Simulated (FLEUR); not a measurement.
FLEUR run on Zn7Tc (Fm-3m, 8 atoms in the cell): self-consistent single point.

Level of theory: PBEsol, all-electron FLAPW (FLEUR), scalar-relativistic valence in FLEUR.

The change in words: lattice scaled by 0.98. Reference geometry:
```xyz
8
Lattice="0.0000 3.8229 3.8229 3.8229 0.0000 3.8229 3.8229 3.8229 0.0000" Properties=species:S:1:pos:R:3 pbc="T T T"
Zn     0.0000     1.9115     1.9115
Zn     1.9115     3.8229     1.9115
Zn     3.8229     1.9115     1.9115
Zn     1.9115     0.0000     1.9115
Zn     1.9115     1.9115     3.8229
Zn     1.9115     1.9115     0.0000
Zn     3.8229     3.8229     3.8229
Tc     0.0000     0.0000     0.0000
```

Reference input (self-consistent single point, DFT, PBEsol, all-electron FLAPW (FLEUR), scalar-relativistic valence): Kmax = 4.2 1/bohr; GmaxXC = 16.8 1/bohr; xcFunctional = PBEs; jspins = 1; l_soc = F; mode = hist; fermiSmearingEnergy = 0.00367493 Htr; mesh (inpgen div1-3) = 6 6 6; inpgen gamma flag = true; Gmax = 16.8 1/bohr; numbands = 0; maxIterBroyd = 25. This run's input differs from it in these lines:

```diff
@@ -3,5 +3,5 @@
 &input film=f /
-0.0000000000 7.2242528991 7.2242528991
-7.2242528991 0.0000000000 7.2242528991
-7.2242528991 7.2242528991 -0.0000000000
+-0.0000000000 7.0797682191 7.0797682191
+7.0797682191 -0.0000000000 7.0797682191
+7.0797682191 7.0797682191 -0.0000000000
 1.0
@@ -50,5 +50,5 @@
          <bravaisMatrix>
-            <row-1>    0.0000000000000000     7.2242528990999997     7.2242528990999997</row-1>
-            <row-2>    7.2242528990999997     0.0000000000000000     7.2242528990999997</row-2>
-            <row-3>    7.2242528990999997     7.2242528990999997     0.0000000000000000</row-3>
+            <row-1>    0.0000000000000000     7.0797682191000000     7.0797682191000000</row-1>
+            <row-2>    7.0797682191000000     0.0000000000000000     7.0797682191000000</row-2>
+            <row-3>    7.0797682191000000     7.0797682191000000     0.0000000000000000</row-3>
          </bravaisMatrix>
```

Output (repeated stretches shortened):

```
 Iteration:     1   Distance:      21.91475861 me/bohr^3
 Iteration:     2   Distance:      14.49353748 me/bohr^3
 Iteration:     3   Distance:       7.06963167 me/bohr^3
 Iteration:     4   Distance:       5.21542522 me/bohr^3
 Iteration:     5   Distance:       3.96963176 me/bohr^3
   [... 10 lines left out ...]
 Iteration:    16   Distance:       0.00181207 me/bohr^3
 Iteration:    17   Distance:       0.00017103 me/bohr^3
 Iteration:    18   Distance:       0.00025814 me/bohr^3
 Iteration:    19   Distance:       0.00000918 me/bohr^3
 Run finished successfully
 Stop message:
   Structural relaxation: Done

[file out, last iteration]
             iter=     20
[...]
          total density-effective poten   -2.6960119370E+04
          total charge density-energy d   -6.1852699294E+02
 Updated energy parameters for spin:           1
[...]
 fermi energy and band-weighting factors:
   [... 7 lines left out ...]

[...]
FERMIE:
          first approx. to ef    (T=0)  :   0.377924 htr   (energy of the highest occ. eigenvalue)
          number of occ. states  (T=0)  :        797
          first approx. to seigv (T=0)  :   1.076591 htr
          sum of weights of occ. states :  49.597222
          sum of semicore charge        :   0.000000 e
FERHIS:  Fermi-Energy by histogram:
          bandgap                     :   0.000226 htr
   [... lines left out ...]
          charge neutrality (T=0)     :   0.194444    (zero if the highest occ. eigenvalue is "entirely" occupied)
     EF_NEWTON:  Adjust Fermi-Energy by Newton-Method.
 Direct bandgap for spin            1 :    2.2203092917588374E-002  Htr
 ---->    free energy=                    -16847.5317414939 htr
   [... lines left out ...]
 TOTAL FORCE FOR ATOM TYPE=  1  X=  0.000   Y=  3.540   Z=  3.540
                       FX_TOT= 0.000000 FY_TOT= 0.000000 FZ_TOT= 0.000000
 TOTAL FORCE FOR ATOM TYPE=  2  X=  7.080   Y=  7.080   Z=  7.080
                       FX_TOT= 0.000000 FY_TOT= 0.000000 FZ_TOT= 0.000000
 TOTAL FORCE FOR ATOM TYPE=  3  X=  0.000   Y=  0.000   Z=  0.000
                       FX_TOT= 0.000000 FY_TOT= 0.000000 FZ_TOT= 0.000000
 Structural relaxation: Done
```

The run converged in 19 iterations. FLEUR gives forces in its relaxation mode, with a further iteration, so its stop message speaks of a relaxation. Against the reference run the free energy goes up by 10.7 meV/atom.

The starting cell comes from a database of computed structures (which also holds hypothetical and non-ambient phases and stackings), without a prior relaxation at this level. For this run, on top of that: lattice scaled by 0.98. Spin polarisation is off. Values depend on the basis (sphere radii, cutoffs, local orbitals), which need not be converged. The log's line on a gap gives a spacing of levels on this mesh, which the program prints for metals too.

Cost on one core of a shared machine: roughly 5 min.
